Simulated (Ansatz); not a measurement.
Ansatz (a first-principles code) run on BaN₂ (C2/c, 6 atoms in the cell): self-consistent single point.

Computed with PBEsol, PAW files made with PBE (plane waves; Ansatz).

The change in words: lattice scaled by 0.98. Reference geometry:
```xyz
6
Lattice="3.5867 -2.2265 0.0000 3.5867 2.2265 0.0000 -1.9063 0.0000 7.0603" Properties=species:S:1:pos:R:3 pbc="T T T"
Ba     2.1569     1.3178     5.2952
Ba     3.1101    -1.3178     1.7651
N      1.0909    -0.6544     3.8493
N      4.1761     0.6544     3.2110
N      3.2229    -0.6544     6.7411
N      2.0441     0.6544     0.3191
```

Reference input (self-consistent single point, DFT, PBEsol, plane waves, PAW files made with PBE): kpoints.mp_grid.grid = 6 6 3; hamiltonian.xc = pbesol; hamiltonian.pseudopotentials = {kind: paw} (the program's default PAW files); scf.occupations.method = fermi_dirac; scf.occupations.width = 0.1 eV. This run's input differs from it in these lines:

Ansatz 0.2 input:
```diff
@@ -2,12 +2,12 @@
   lattice:
-    - [3.58665500, -2.22648500, 0.00000000]
-    - [3.58665500, 2.22648500, 0.00000000]
-    - [-1.90632800, 0.00000000, 7.06026500]
+    - [3.51492200, -2.18195500, 0.00000000]
+    - [3.51492200, 2.18195500, 0.00000000]
+    - [-1.86820100, 0.00000000, 6.91906000]
   atoms:
-    - { symbol: Ba, position_ang: [2.15690900, 1.31776741, 5.29519875] }
-    - { symbol: Ba, position_ang: [3.11007300, -1.31776741, 1.76506625] }
-    - { symbol: N, position_ang: [1.09092785, -0.65440847, 3.84925648] }
-    - { symbol: N, position_ang: [4.17605415, 0.65440847, 3.21100852] }
-    - { symbol: N, position_ang: [3.22289015, -0.65440847, 6.74114102] }
-    - { symbol: N, position_ang: [2.04409185, 0.65440847, 0.31912398] }
+    - { symbol: Ba, position_ang: [2.11377125, 1.29141189, 5.18929500] }
+    - { symbol: Ba, position_ang: [3.04787175, -1.29141189, 1.72976500] }
+    - { symbol: N, position_ang: [1.06910959, -0.64132021, 3.77227151] }
+    - { symbol: N, position_ang: [4.09253341, 0.64132021, 3.14678849] }
+    - { symbol: N, position_ang: [3.15843291, -0.64132021, 6.60631849] }
+    - { symbol: N, position_ang: [2.00321009, 0.64132021, 0.31274151] }
 kpoints:
```

Output, abridged:

```
SCF iter   1: F=—  HF=-13245.243735 eV  |F-HF|=—  |Δ(HF+E_count)|=         —  Δρ=6.74e-2  dr2=6.10e0  ethr=3.10e-3  ⟨swp⟩=8.0  Hψ=5168  notcnv=0
all-band conjugate gradients solve this SCF's bands
preconditioner: auto → Kerker (q_TF=auto, 2.319 Å⁻¹)
SCF iter   2: F=—  HF=-13243.943857 eV  |F-HF|=—  |Δ(HF+E_count)|=    1.30e0  Δρ=3.11e-2  dr2=1.50e0  ethr=3.10e-3  ⟨swp⟩=3.1  Hψ=1857  notcnv=0
   [... lines left out ...]
SCF iter   5: F=—  HF=-13243.452407 eV  |F-HF|=—  |Δ(HF+E_count)|=   1.26e-3  Δρ=4.45e-4  dr2=2.96e-4  ethr=1.44e-5  ⟨swp⟩=2.8  Hψ=1685  notcnv=0
SCF iter   6: F=—  HF=-13243.452511 eV  |F-HF|=—  |Δ(HF+E_count)|=   1.04e-4  Δρ=9.81e-5  dr2=1.07e-5  ethr=7.39e-7  ⟨swp⟩=2.9  Hψ=1446  notcnv=0
SCF iter   7: F=—  HF=-13243.452531 eV  |F-HF|=—  |Δ(HF+E_count)|=   2.03e-5  Δρ=1.71e-5  dr2=2.93e-7  ethr=2.66e-8  ⟨swp⟩=2.9  Hψ=1579  notcnv=0
SCF iter   8: F=-13243.452531 eV  HF=-13243.452531 eV  |F-HF|=9.94e-9  |Δ(HF+E_count)|=   2.69e-7  Δρ=3.66e-6  dr2=1.54e-8  ethr=2.50e-10  ⟨swp⟩=7.1  Hψ=4414  notcnv=0
SCF 1 converged in 8 iterations: F = -13243.452531 eV  dr2 = 1.54e-8
Free energy (F): -13243.452531 eV
Internal energy: -13243.352114 eV  (E = F + TS)
E sigma→0 (E₀):  -13243.402322 eV
Entropy (-TS):   -0.100418 eV (-16.736 meV/atom)
Fermi energy:    9.840059 eV
--- Forces (eV/Å), atoms counted from 1 ---
  atom   1  Ba     0.00000000    -0.04101061     0.00000000
  atom   2  Ba     0.00000000     0.04101061    -0.00000000
  atom   3  N      0.58884840     1.04587965     0.70576156
  atom   4  N     -0.58884840    -1.04587965    -0.70576156
  atom   5  N     -0.58884840     1.04587965    -0.70576156
  atom   6  N      0.58884840    -1.04587965     0.70576156
--- Stress (GPa, compression-positive) ---
        1.203316       0.000000       0.913886
        0.000000       3.001344       0.000000
        0.913886       0.000000       1.427442
  P = ⅓ Tr σ = 1.8774 GPa (18.774 kbar)
  The stress holds the Pulay correction. Without it, at fixed plane waves, as pw.x and ABINIT print it: P = 1.6378 GPa
```

The run converged in 8 iterations. Against the reference run the free energy falls by 6.3 meV/atom, the pressure goes from -3.43 to 1.88 GPa and the largest force goes from 0.211 to 1.392 eV/Å.

The starting cell comes from a database of computed structures (which also holds hypothetical and non-ambient phases and stackings), without a prior relaxation at this level. For this run, on top of that: lattice scaled by 0.98. Forces in this geometry exceed 1 eV/Å. Ansatz's pressure includes its estimate of the finite-basis (Pulay) stress. The run gives no clean gap (levels at the Fermi energy touch, overlap or are partly filled at this smearing), which alone does not show that the compound is a metal.
